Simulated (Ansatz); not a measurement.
Short convergence ladders for As (R-3m, 2 atoms in the cell)

```yaml
crystal:
  lattice:
    - [3.69877, -1.88940, 0.00000]
    - [3.69877, 1.88940, 0.00000]
    - [2.73362, 0.00000, 3.12698]
  atoms:
    - { symbol: As, position: [0.23172, 0.23172, 0.23172] }
    - { symbol: As, position: [0.77300, 0.77300, 0.77300] }
```

Base method: PBE (plane waves, PAW; Ansatz, an electronic-structure program).

Base settings: basis.ecutwfc = 420 eV; kpoints.mp_grid.grid = 9 9 9; hamiltonian.xc = pbe; hamiltonian.pseudopotentials = {kind: paw} (the program's default PAW files); scf.occupations.method = fermi_dirac; scf.occupations.width = 0.1 eV.

The count of work is k-points × plane waves × bands × iterations; it is no time. Core times come from one kind of shared machine, to one figure; runs under 30 s give none.

**The cutoff for other potential files**

Level: DFT, PBE, plane waves, harder PAW files (source: ansatz).

In this ladder: hamiltonian.pseudopotentials = {kind: paw, source: ansatz}.

The second cell is the first with its lattice scaled by 0.98.

The mesh stays at the base's, so the ladder's end is converged at best in this setting alone.

The first pressure column holds Ansatz's estimate of the finite-basis (Pulay) stress, which hides part of the cutoff error; the other is without it.

Only quantities that move along the ladder and can be compared are tabulated.

```tsv
basis.ecutwfc	free energy less the last step's (meV/atom)	energy of the compressed cell less the first (meV/atom)	pressure (GPa)	pressure without the Pulay estimate (GPa)	largest difference of a force vector from the last step's (eV/Å)	count of work / last
250 eV	9313.10	6.08	-3.97	-309.35	0.327	0.11
300 eV	2341.85	17.28	0.36	-97.32	0.116	0.14
385 eV	161.55	25.26	0.85	-9.84	0.007	0.18
470 eV	4.64	26.16	0.87	0.33	0.000	0.25
550 eV	0.22	26.16	0.87	0.87	0.000	0.35
660 eV	0.10	26.16	0.87	0.87	0.000	0.47
825 eV	0.05	26.16	0.87	0.87	0.000	0.66
1100 eV	0.00	26.16	0.87	0.87	0.000	1.0
```

Coarsest basis.ecutwfc that holds the pressure without the Pulay estimate within 0.5 GPa of the last step, with all finer ones: 550 eV, at 0.35 of the last step's count of work; the step before is off by 0.54 GPa.

Coarsest basis.ecutwfc that holds the forces within 0.01 eV/Å of the last step, with all finer ones: 385 eV, at 0.18 of the last step's count of work; the step before is off by 0.12 eV/Å.

Coarsest basis.ecutwfc that holds the energy of the compressed cell less the first within 0.2 meV/atom of the last step, with all finer ones: 470 eV, at 0.25 of the last step's count of work; the step before is off by 0.90 meV/atom.

The energy difference between the two cells stays within 1 meV/atom of the last step's from 385 eV on, the total only from 550 eV on: much of the error is common to both cells and cancels.

At the lowest cutoff the pressure without the Pulay estimate lies 310 GPa under the last step's, the usual sign of Pulay stress in an incomplete plane-wave basis.

**The cutoff for other potential files**

Level: DFT, PBE, plane waves, norm-conserving files (source: ansatz).

In this ladder: hamiltonian.pseudopotentials = {kind: nc, source: ansatz}.

The second cell is the first with its lattice scaled by 0.98.

The mesh stays at the base's, so the ladder's end is converged at best in this setting alone.

The first pressure column holds Ansatz's estimate of the finite-basis (Pulay) stress, which hides part of the cutoff error; the other is without it.

Only quantities that move along the ladder and can be compared are tabulated.

```csv
basis.ecutwfc,free energy less the last step's (meV/atom),energy of the compressed cell less the first (meV/atom),pressure (GPa),pressure without the Pulay estimate (GPa),largest difference of a force vector from the last step's (eV/Å),count of work / last
515 eV,81573.53,-116.62,-4.06,-1884.49,0.199,0.12
630 eV,25015.26,29.59,-1.45,-888.07,0.212,0.17
800 eV,2347.87,32.02,0.67,-152.06,0.015,0.23
970 eV,69.38,26.50,0.88,-7.65,0.000,0.28
1145 eV,1.44,26.45,0.90,0.89,0.000,0.36
1370 eV,0.97,26.44,0.90,0.90,0.000,0.46
1715 eV,0.53,26.43,0.90,0.90,0.000,0.64
2285 eV,0.00,26.42,0.90,0.90,0.000,1.0
```

Coarsest basis.ecutwfc that holds the free energy within 5 meV/atom of the last step, with all finer ones: 1145 eV, at 0.36 of the last step's count of work; the step before is off by 69 meV/atom.

Coarsest basis.ecutwfc that holds the energy of the compressed cell less the first within 0.5 meV/atom of the last step, with all finer ones: 970 eV, at 0.28 of the last step's count of work; the step before is off by 5.6 meV/atom.

Coarsest basis.ecutwfc that holds the pressure within 0.5 GPa of the last step, with all finer ones: 800 eV, at 0.23 of the last step's count of work; the step before is off by 2.3 GPa.

The energy difference between the two cells stays within 1 meV/atom of the last step's from 970 eV on, the total only from 1370 eV on: much of the error is common to both cells and cancels.

At the lowest cutoff the pressure without the Pulay estimate lies 1890 GPa under the last step's, the usual sign of Pulay stress in an incomplete plane-wave basis.

**The relaxed cell against the cutoff**

On As (R-3m, 2 atoms in the cell): atoms on their sites.

In this ladder: relax = cell and atoms.

The mesh stays at the base's, so the ladder's end is converged at best in this setting alone.

Only quantities that move along the ladder and can be compared are tabulated.

| basis.ecutwfc | relaxed volume (Å³/atom) | relaxation steps | core time / last (rough) |
|---|---|---|---|
| 210 eV | 22.592 | 56 | 1 |
| 250 eV | 22.703 | 88 | 2 |
| 295 eV | 22.424 | 17 | 0.6 |
| 355 eV | 22.635 | 10 | – |
| 420 eV | 22.623 | 7 | – |
| 505 eV | 22.628 | 7 | 0.5 |
| 630 eV | 22.627 | 7 | 0.7 |
| 840 eV | 22.627 | 7 | 1 |

Coarsest basis.ecutwfc that holds the relaxed volume within 0.113 Å³/atom of the last step, with all finer ones: 355 eV; the step before is off by 0.20 Å³/atom.

On the base run: the starting cell has typed, rounded lattice constants, without a prior relaxation at this level. Its lattice was rescaled by up to half a per cent. One atom was moved a little off its site on purpose.

Keys are those of Ansatz 0.2.
